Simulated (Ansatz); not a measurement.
Defect migration in alpha quartz: interstitial Li, charge state +1. The step: a direct jump of one Li atom; the atom moves 1.84 Å along (0.02, 0.03, -0.33) of the unit cell; the moving atom starts with neighbours 2 O at 1.96, 2 O at 1.98 Å and ends with 2 O at 1.96, 2 O at 1.98 Å. A PBE band in Ansatz (plane-wave PAW, the Γ point alone, 243 host sites, 59 SCF runs with any check of the saddle's order, static, no finite-size correction) gives a forward barrier of 0.14 eV. The saddle point's order was not checked, and it lies on a symmetry element of the cell, where a band can be held. The charge state is imposed; whether it is stable for some Fermi level was not computed. Sites that were not tried may lie lower.

Single points at the band's start and saddle point can refine it. Rough cost of one point, in units of the band's mean SCF on the same machine:

```csv
Level,Cost of one point
"PBE, a 2×2×2 k-point mesh shifted by half a step along c",about 9
"r2SCAN at 500 eV, the Γ point alone",about 3
"HSE06, Γ point alone",about 30
```

Question: Which of these move the barrier by more than 0.1 eV, and how far does each move it?

Answer: Not one does. PBE, a 2×2×2 k-point mesh shifted by half a step along c: 0.00 eV; r2SCAN at 500 eV, the Γ point alone: 0.00 eV; HSE06, Γ point alone: +0.01 eV. Each functional is compared with PBE at the same k-points.

Ansatz is a program for electronic structure.
